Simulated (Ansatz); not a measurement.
Ansatz (a program for electronic structure) run on CaC₂ (I4mm, 3 atoms in the cell): self-consistent single point.

Computed with PBEsol, default PAW files made with PBE (plane waves; Ansatz).

The change in words: lattice scaled by 0.98; kpoints.mp_grid.grid: 9 9 9 → 23 23 23. Reference geometry:
```
CaC2
1.0
   -1.94397     1.94397     3.21812
    1.94397    -1.94397     3.21812
    1.94397     1.94397    -3.21812
Ca C
1 2
Direct
  0.00777   0.00777   0.00000
  0.59789   0.59789   0.00000
  0.40211   0.40211   0.00000
```

Reference input (self-consistent single point, DFT, PBEsol, plane waves, default PAW files made with PBE): basis.ecutwfc = 420 eV; kpoints.mp_grid.grid = 9 9 9; hamiltonian.xc = pbesol; hamiltonian.pseudopotentials = {kind: paw} (the program's default PAW files); scf.occupations.method = fermi_dirac; scf.occupations.width = 0.05 eV. This run's input differs from it in these lines:

Ansatz 0.2 input:
```diff
@@ -2,9 +2,9 @@
   lattice:
-    - [-1.943971, 1.943971, 3.218121]
-    - [1.943971, -1.943971, 3.218121]
-    - [1.943971, 1.943971, -3.218121]
+    - [-1.905092, 1.905092, 3.153759]
+    - [1.905092, -1.905092, 3.153759]
+    - [1.905092, 1.905092, -3.153759]
   atoms:
-    - { symbol: Ca, position_ang: [0.000000, -0.000000, 0.050003] }
-    - { symbol: C, position_ang: [0.000000, -0.000000, 3.848165] }
-    - { symbol: C, position_ang: [-0.000000, 0.000000, 2.588077] }
+    - { symbol: Ca, position_ang: [0.000000, -0.000000, 0.049003] }
+    - { symbol: C, position_ang: [0.000000, -0.000000, 3.771202] }
+    - { symbol: C, position_ang: [0.000000, -0.000000, 2.536316] }
 basis:
@@ -12,3 +12,3 @@
 kpoints:
-  mp_grid: { grid: [9, 9, 9] }
+  mp_grid: { grid: [23, 23, 23] }
 hamiltonian:
```

Output, abridged:

```
SCF iter   1: F=—  HF=-2286.865535 eV  |F-HF|=—  |Δ(HF+E_count)|=         —  Δρ=6.18e-3  dr2=2.12e-2  ethr=1.77e-3  ⟨swp⟩=6.0  Hψ=78059  notcnv=0
all-band conjugate gradients solve this SCF's bands
preconditioner: auto → none
SCF iter   2: F=—  HF=-2286.858608 eV  |F-HF|=—  |Δ(HF+E_count)|=   6.93e-3  Δρ=1.59e-3  dr2=7.49e-4  ethr=1.18e-4  ⟨swp⟩=2.1  Hψ=26588  notcnv=0
SCF iter   3: F=—  HF=-2286.858823 eV  |F-HF|=—  |Δ(HF+E_count)|=   2.15e-4  Δρ=7.32e-4  dr2=1.85e-4  ethr=4.16e-6  ⟨swp⟩=2.9  Hψ=20434  notcnv=0
SCF iter   4: F=—  HF=-2286.858931 eV  |F-HF|=—  |Δ(HF+E_count)|=   1.07e-4  Δρ=4.05e-4  dr2=8.42e-5  ethr=1.03e-6  ⟨swp⟩=2.0  Hψ=16848  notcnv=0
SCF iter   5: F=—  HF=-2286.858929 eV  |F-HF|=—  |Δ(HF+E_count)|=   2.08e-6  Δρ=1.16e-4  dr2=3.31e-6  ethr=4.68e-7  ⟨swp⟩=2.0  Hψ=16759  notcnv=0
SCF iter   6: F=—  HF=-2286.858931 eV  |F-HF|=—  |Δ(HF+E_count)|=   2.71e-6  Δρ=1.86e-5  dr2=1.42e-7  ethr=1.84e-8  ⟨swp⟩=2.0  Hψ=16391  notcnv=0
SCF iter   7: F=-2286.858931 eV  HF=-2286.858931 eV  |F-HF|=1.26e-9  |Δ(HF+E_count)|=   5.75e-8  Δρ=3.52e-6  dr2=2.09e-9  ethr=5.56e-10  ⟨swp⟩=5.8  Hψ=59300  notcnv=0
SCF 1 converged in 7 iterations: F = -2286.858931 eV  dr2 = 2.09e-9
Free energy (F): -2286.858931 eV
Internal energy: -2286.858931 eV  (E = F + TS)
E sigma→0 (E₀):  -2286.858931 eV
Entropy (-TS):   -0.000000 eV (-0.000 meV/atom)
Fermi energy:    5.874255 eV
--- Forces (eV/Å), atoms counted from 1 ---
  atom   1  Ca     0.00000000     0.00000000    -0.27753197
  atom   2  C      0.00000000     0.00000000     2.10703866
  atom   3  C     -0.00000000    -0.00000000    -1.82951626
--- Stress (GPa, compression-positive) ---
        0.285231       0.000000      -0.000000
        0.000000       0.285231       0.000000
       -0.000000       0.000000       9.323261
  P = ⅓ Tr σ = 3.2979 GPa (32.979 kbar)
  The stress holds the Pulay correction. Without it, at fixed plane waves, as pw.x and ABINIT print it: P = 3.0711 GPa
```

The run converged in 7 iterations. Against the reference run the free energy goes up by 1.1 meV/atom, the pressure goes from -2.64 to 3.30 GPa, the largest force goes from 0.254 to 2.107 eV/Å and the gap on the mesh goes from 1.294 to 1.135 eV.

The starting cell comes from a database of computed structures (which also holds hypothetical and non-ambient phases and stackings), without a prior relaxation at this level. Its lattice was rescaled by up to half a per cent. One atom was moved a little off its site on purpose. For this run, on top of that: lattice scaled by 0.98. With a pressure of about 3 GPa the cell is away from its equilibrium volume at this level. Forces in this geometry exceed 1 eV/Å. Ansatz's pressure includes its estimate of the finite-basis (Pulay) stress.

Cost on one core of a shared machine: roughly 40 s.
